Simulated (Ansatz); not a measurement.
Consider HfO2 in the fluorite structure (space group Fm-3m, No. 225; a = 5.059 Å).

Level of theory: Ansatz (a first-principles code) r2SCAN, spin-orbit coupling left out, earlier PAW set.

Base values:

- Band gap = 4.30 eV
- Electron mass = 1.0 mₑ along k, 0.75 mₑ across (at X)

The change: an isotropic linear strain of +5.35 %; the atoms relax in the strained cell.

**Question.** How does this affect the band gap, energy relative to the base and electron mass?

**Answer.** The band gap drops by 0.44 eV (4.30 eV → 3.86 eV); the energy increases by 199 meV/atom; the electron mass changes from 1.0 mₑ along k, 0.75 mₑ across (at X) to 1.4 mₑ along k, 0.84 mₑ across (at X).

With Hf present, leaving out spin-orbit coupling can change the band edges. Masses are band curvatures over ±0.01 Å⁻¹ around the edge. Along k means along the line from Γ to the band edge. Whether these cells are dynamically stable was not tested. This is not the structure that HfO2 has at room temperature and ambient pressure.
